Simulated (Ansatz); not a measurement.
**SiO2: energy against strain**

SiO2 (rutile, P4_2/mnm, 7.657 Å³/atom and stress up to 0.01 GPa in the relaxed cell, c along z) under an equal strain ε in the (001) plane with the normal axis free, as in a coherent film. LDA in Ansatz, a plane-wave DFT program (PAW, default set), 420 eV, 8×8×12 Γ-centred mesh, Fermi-Dirac smearing 0.05 eV; ions are relaxed, or left where forces stay under 0.02 eV/Å, within the symmetry of each cell.

Here s stands for strain and y for E less E0.

```
strain (%)  E less E0 (meV/atom)
----------  --------------------
-3.00                          ?
-1.20                       4.11
-0.60                       1.00
0.00                        0.00
0.60                        0.98
1.20                        3.74
```

Taking a parabola for y over the 5 complete rows: Least squares gives y = 0.006 - 0.1267·s + 2.7222·s². Residuals (row less fit): 0.032, -0.062, -0.006, 0.070, -0.034; standard error 0.074 (degrees of freedom: 2). The quadratic coefficient over the volume, 2.7222 meV × 10⁴ × 0.1602 / 7.657 Å³, is the biaxial elastic modulus of this plane = 570 ± 11 GPa (± standard error of the fit, which holds the terms cut off).

### Question
Estimate the missing y (s = -3.00); what did the run itself give?

### Answer
y = 0.006 - 0.1267 × (-3.0) + 2.7222 × (-3.0)² = 24.886 meV/atom. The calculation gives 27.42 meV/atom, 2.534 meV/atom above the prediction (9.2 % of the range of y in the table). The row lies outside the fitted rows, so this is an extrapolation. From the scatter of the fitted rows alone, a prediction at this place has a standard error of 0.477 meV/atom, so the miss is 5.3 times that.

A polynomial of degree 3 through the 10 other runs of the series gives 27.45 there, so most of the miss is curvature that the fit leaves out. SiO2 is here stishovite, a high-pressure form. Rows are the converged runs of the series near zero and its far end; series whose fitted rows scatter by over a few per cent of the range, as at a crossing or softening among them, aren't shown in this form, nor equations of state whose B0' disagrees with the runs' pressures. Most that stay on the fit to the last digits aren't either.
